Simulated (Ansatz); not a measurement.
Levels about the gap of amorphous In24O38Si (63 atoms in a cell of 895 Å³, 6.30 g/cm³; zone centre alone, so wide bands show as single levels with stretches between that a denser mesh fills), at the geometry that PBE relaxed, where it gives -0.9 GPa on a denser mesh. The participation number counts the atoms over which a state spreads; weights are charges in smoothed Voronoi cells. The levels come from a single point, so bond lengths are those of that geometry. Method of the levels: PBE, scalar-relativistic without spin-orbit coupling (Ansatz, a first-principles code). Sampling: the zone centre alone; Fermi-Dirac width 0.02 eV; no spin polarisation. At PBE the levels at the filled edge of the gap are localised (band-tail or defect states).

Preparation: random packing, a CHGNet melt and quench, and a DFT relaxation. O atoms were pushed apart under 1.9 Å during the dynamics, to hinder bonds among them. The hot cell started wider than the set density and was brought back towards it in steps. It is the lowest in DFT energy of 2 quenches. It is a model cell: composition and starting density were chosen by hand, and all elements were melted together. No dispersion term was used. Its density started from a set value of 6.30 and ended at 6.30 g/cm³. The simulated quench (nominally 220 K/ps over its main leg) is rapid and tends to freeze in more defects than a deposited or slowly cooled glass has. One small periodic cell is one sample of the glass; other quenches scatter about these values. The volume was held where the preparation left it, at a PBE pressure of -0.9 GPa (tension). Stress components on the final sampling reach 3.2 GPa.

| E - E(highest filled), eV | filling | participation number | largest on | weight O | weight In | weight Si |
|---|---|---|---|---|---|---|
| -0.28 | filled | 11.0 | O, 3 neighbours | 0.94 | 0.06 | 0.00 |
| -0.26 | filled | 20.0 | O, 3 neighbours | 0.95 | 0.05 | 0.00 |
| -0.19 | filled | 14.0 | O, 3 neighbours | 0.93 | 0.07 | 0.00 |
| -0.16 | filled | 13.5 | O, 3 neighbours | 0.93 | 0.07 | 0.00 |
| -0.11 | filled | 7.9 | O, 3 neighbours | 0.96 | 0.04 | 0.00 |
| -0.10 | filled | 11.2 | O, 3 neighbours | 0.94 | 0.06 | 0.00 |
| 0.00 | filled | 4.6 | O, 3 neighbours | 0.95 | 0.05 | 0.00 |
| 0.55 | empty | 59.6 | In, 5 neighbours | 0.58 | 0.42 | 0.01 |
| 3.24 | empty | 32.6 | In, 5 neighbours | 0.60 | 0.40 | 0.00 |
| 3.44 | empty | 34.6 | In, 5 neighbours | 0.61 | 0.39 | 0.00 |
| 3.49 | empty | 39.0 | In, 5 neighbours | 0.61 | 0.39 | 0.00 |
| 3.59 | empty | 39.7 | In, 5 neighbours | 0.61 | 0.39 | 0.00 |
| 3.72 | empty | 32.1 | In, 5 neighbours | 0.61 | 0.39 | 0.00 |
| 3.91 | empty | 43.4 | In, 5 neighbours | 0.61 | 0.39 | 0.01 |

Most localised among these is the filled level at +0.00 eV, on a O atom, which has 3 neighbours (In 2.05 Å, In 2.12 Å, In 2.17 Å).
